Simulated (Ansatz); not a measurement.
Consider Cr in the bcc (W type) structure (space group Im-3m, No. 229; a = 2.829 Å; non-magnetic).

Computed with DFT with r2SCAN, PAW potentials and a 500 eV plane-wave cutoff in Ansatz (a quantum-chemistry and plane-wave program), spin-orbit coupling left out.

One change was made to it. Results:

```json
[
 {"quantity": "density", "base": "7.62 g/cm³", "after": "2.76 g/cm³"},
 {"quantity": "shortest interatomic distance", "base": "2.450 Å", "after": "2.762 Å"}
]
```

Question: Which of these changes matches the shifts?
A. Cr → Al
B. Cr → W
C. Cr → V

Answer: A, Cr → Al. For comparison, the density in the other runs: Cr → W gives 19.19 g/cm³; Cr → V gives 6.38 g/cm³.

Whether these cells are dynamically stable was not tested. For Al in this form, whether it has been made was not checked. Starting moments died away, wholly or in part, for the base and Cr → V; another magnetic solution may exist. All final runs are without spin polarisation. Real Cr is antiferromagnetic at low temperature and ambient pressure, an order that this cell doesn't hold. This is not the structure that Al has at room temperature and ambient pressure.
